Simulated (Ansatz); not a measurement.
The starting structures come from a database of crystals and need not be the phases stable at ambient conditions.

Tunnelling through a barrier is set by its complex band structure: the current falls as exp(−2κd) with the smallest κ.

Here is the system:

```yaml
crystal:
  lattice:
    - [3.58090, 0.00000, 0.00000]
    - [0.00000, 7.48191, 0.00000]
    - [0.00000, -3.05329, 3.67721]
  atoms:
    - { symbol: Fe, position: [0.00000, 0.00000, 0.00000] }
    - { symbol: Fe, position: [0.50000, 0.50000, 0.00000] }
    - { symbol: Se, position: [0.00000, 0.36977, 0.58303] }
    - { symbol: Se, position: [0.00000, 0.63023, 0.41697] }
    - { symbol: Se, position: [0.50000, 0.13023, 0.84349] }
    - { symbol: Se, position: [0.50000, 0.86977, 0.15651] }
```

Space group of this cell: Pnnm. The cell is taken as given.

Transport runs along the normal of the first two printed cell vectors.

The gap is the functional's own. No spin-orbit coupling. Mid-gap values are interpolated on the energy grid.

### Question
Compute, with r2SCAN run with Ansatz (an electronic-structure program), the band gap and the smallest decay constant κ at mid-gap.

### Answer
Gap 0.79 eV on a 8×8×8 mesh; κ = 0.195 1/Å, at (0.125, 0.250) of the in-plane reciprocal vectors. At the zone centre, at the nearest computed energy, the slowest state has κ = 0.20 1/Å.
